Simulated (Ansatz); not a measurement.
Consider InAs in the zinc blende structure (space group F-43m, No. 216; a = 6.110 Å). Axes: x, y, z lie along the cube axes.

Calculations: Kohn–Sham DFT with the r2SCAN functional, run in Ansatz (a program for electronic structure) with PAW and 500 eV plane waves, no spin-orbit coupling.

For the base:

- Pressure = 0.00 GPa
- Volume per atom = 28.51 Å³

Perturbation: compressive biaxial strain of 1.25 % in the plane normal to [111], as in epitaxy on a mismatched substrate; the out-of-plane cell vector and the atoms relax.

Task: Predict the new pressure and volume per atom.

Result: The pressure (mean of the normal stresses, compression positive) goes from zero to 1.05 GPa; the volume per atom falls by 0.502 Å³ (28.51 Å³ → 28.00 Å³).

Stability against distortions was not tested.
